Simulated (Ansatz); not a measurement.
## HgTe, response to strain

Base system: HgTe in the zinc blende structure (space group F-43m, No. 216; a = 6.435 Å).

Strains are applied to the cell and any free atomic positions relax.

Calculations: plane-wave PAW DFT at the LDA level (Ansatz, a program for electronic structure, 420 eV), scalar-relativistic without spin-orbit coupling.

Notes on the quantities. energy relative to the base: free energy F.

```csv
variant,volume per atom,energy relative to the base,pressure
base,33.31 Å³,0 meV/atom,0.0 GPa
isotropic strain −3.00 %,30.40 Å³,+45 meV/atom,5.5 GPa
isotropic strain −2.50 %,30.87 Å³,+31 meV/atom,4.4 GPa
isotropic strain −2.00 %,31.35 Å³,+19 meV/atom,3.4 GPa
isotropic strain −1.50 %,31.83 Å³,+11 meV/atom,2.4 GPa
isotropic strain −1.00 %,32.32 Å³,+4.6 meV/atom,1.5 GPa
isotropic strain −0.50 %,32.81 Å³,+1.1 meV/atom,0.7 GPa
isotropic strain +1.00 %,34.32 Å³,+4.3 meV/atom,-1.3 GPa
isotropic strain +1.50 %,34.83 Å³,+9.4 meV/atom,-1.9 GPa
isotropic strain +3.00 %,36.40 Å³,+35 meV/atom,-3.3 GPa
```

The mesh was chosen for an insulator and is coarse for the gapless case. Whether these cells are dynamically stable was not tested. All final runs are without spin polarisation.
